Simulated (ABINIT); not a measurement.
ABINIT run on Os (P-1, 2 atoms in the cell): self-consistent single point.

Method of the run: PBE, spin-orbit coupling, PAW (JTH v2.0 PBE PAW) (plane waves; ABINIT 10.0.3).

```
Os
1.0
    2.74613     0.00000     0.00000
   -1.37306     2.37822     0.00000
    0.00000     0.00000     4.32631
Os
2
Direct
  0.32789   0.66029   0.25341
  0.67211   0.33971   0.74659
```

Reference input (self-consistent single point, DFT, PBE, plane waves, PAW (JTH v2.0 PBE PAW)): pseudos = [Os.GGA_PBE-JTH.xml]; ecut = 40 Ry; pawecutdg = 80 Ry; pawxcdev = 0; occopt = 3; tsmear = 0.1 eV; ngkpt = 9 9 5; nshiftk = 1; shiftk = 0 0 0; potentials = JTH v2.0 PBE PAW; nband = 13; kptopt = 1. This run's input differs from it in these lines:

```diff
@@ -19,6 +19,8 @@
 pawxcdev 0
+nspinor 2
+nspden 1
 occopt 3
 tsmear 0.1 eV
-nband 13
-kptopt 1
+nband 28
+kptopt 4
 ngkpt 9 9 5
```

Log, with long lists cut:

```
 invars1: COMMENT -
  With nspinor=2 and usepaw=1, pawspnorb=1 has been switched on by default.
 Symmetries : space group P1 (#  1); Bravais aP (primitive triclinic)

 -outvars: echo values of preprocessed input variables --------
            acell      1.0000000000E+00  1.0000000000E+00  1.0000000000E+00 Bohr
             ecut      2.00000000E+01 Hartree
           enunit           2
              ixc     -101130
           kptopt           4
         kptrlatt        9    0    0      0    9    0      0    0    5
          kptrlen      4.08777052E+01
            natom           2
            nband          28
            ngfft          24      24      36
          ngfftdg          30      30      48
             nkpt         405
          nspinor           2
            nstep          80
             nsym           1
           ntypat           1

[... 188101 characters left out ...]
0000  0.000000  0.000000  0.000000  0.000000  0.000000
                       0.000000  0.000000  0.000000  0.000000
                       1.000000  1.000000  1.000000  1.000000  1.000000  1.000000
   [... 1824 lines left out ...]
           occopt           3
        pawcpxocc           2
        pawecutdg      4.00000000E+01 Hartree
          pawovlp     -1.0000000000E+00
        pawspnorb           1
         pawxcdev           0
            rprim      5.1894336026E+00 -0.0000000000E+00  0.0000000000E+00
                      -2.5947168013E+00  4.4941806847E+00  0.0000000000E+00
                       0.0000000000E+00  0.0000000000E+00  8.1755410302E+00
          spgroup           1
           tolvrs      1.00000000E-11
           tsmear      3.67493254E-03 Hartree
            typat      1  1
           useylm           1
             xred      3.2789399999E-01  6.6028699999E-01  2.5340700000E-01
                       6.7210600000E-01  3.3971299999E-01  7.4659300000E-01
            znucl       76.00000
```

The run converged in 13 iterations. Against the reference run the pressure hardly changes (4.52 to 4.54 GPa) and the largest force moves little (0.621 to 0.618 eV/Å).

The starting cell comes from a database of computed structures (which also holds hypothetical and non-ambient phases and stackings), without a prior relaxation at this level. Its atoms were displaced at random from the sites of space group no. 194. With a pressure of about 5 GPa the cell is away from its equilibrium volume at this level.

Cost on one core of a shared machine: roughly 10 min.
